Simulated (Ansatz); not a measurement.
Symmetric slabs, relaxed from ideal cuts in 1x1 cells, of elemental solids: work function (eV) by functional, in Ansatz (plane waves, PAW). All structures are PBE's; the other columns are single points with references at the same level. No spin-orbit coupling, Hubbard U or dispersion.

```tsv
system	PBE	LDA	PBEsol	RPBE	r2SCAN
hcp Be (30-31), ideal cut with outer spacing 0.32 Å	4.64	4.82	4.69	4.55	4.64
tetragonal indium (301), ideal cut with outer spacing 1.08 Å	3.80	4.08	3.89	(withheld)	3.92
tetragonal indium (331), ideal cut with outer spacing 0.39 Å	3.89	4.17	3.98	(withheld)	4.02
hcp Sc (10-12), ideal cut with outer spacing 1.28 Å	3.27	(withheld)	3.32	3.18	3.33
tetragonal indium (302), ideal cut with outer spacing 0.51 Å	3.78	4.06	3.87	3.65	3.90
bcc Na (332), ideal cut with outer spacing 0.90 Å	2.67	2.79	2.69	2.61	2.67
bcc K (332), ideal cut with outer spacing 1.13 Å	2.29	(withheld)	2.29	2.22	2.26
fcc Au (310), ideal cut with outer spacing 0.66 Å	5.00	5.41	5.12	4.82	5.00
tetragonal indium (113), ideal cut with outer spacing 0.68 Å	3.79	4.07	3.87	3.67	3.92
hcp Hf (10-13), ideal cut with outer spacing 0.24 Å	3.51	3.75	3.58	3.38	3.49
bcc Fe, ferromagnetic (310), ideal cut with outer spacing 0.90 Å	4.07	(withheld)	4.16	3.90	–
tetragonal indium (313), ideal cut with outer spacing 0.44 Å	3.81	4.09	(withheld)	3.69	3.94
```

**Question.** Complete the blanks.

**Answer.** 
- tetragonal indium (301), ideal cut with outer spacing 1.08 Å, RPBE: 3.68
- tetragonal indium (331), ideal cut with outer spacing 0.39 Å, RPBE: 3.76
- hcp Sc (10-12), ideal cut with outer spacing 1.28 Å, LDA: 3.43
- bcc K (332), ideal cut with outer spacing 1.13 Å, LDA: 2.42
- bcc Fe, ferromagnetic (310), ideal cut with outer spacing 0.90 Å, LDA: 4.42
- tetragonal indium (313), ideal cut with outer spacing 0.44 Å, PBEsol: 3.90

The rows are a random draw from the class, without slabs that broke up, higher cuts of a face and adsorbates that left their site. Mean shift from PBE over these rows: LDA 0.25 eV (from 0.12 to 0.41, 12 rows); PBEsol 0.07 eV (from 0.01 to 0.12, 12 rows); RPBE -0.12 eV (from -0.18 to -0.07, 12 rows); r2SCAN 0.06 eV (from -0.03 to 0.13, 11 rows).

Ansatz is an electronic-structure program.
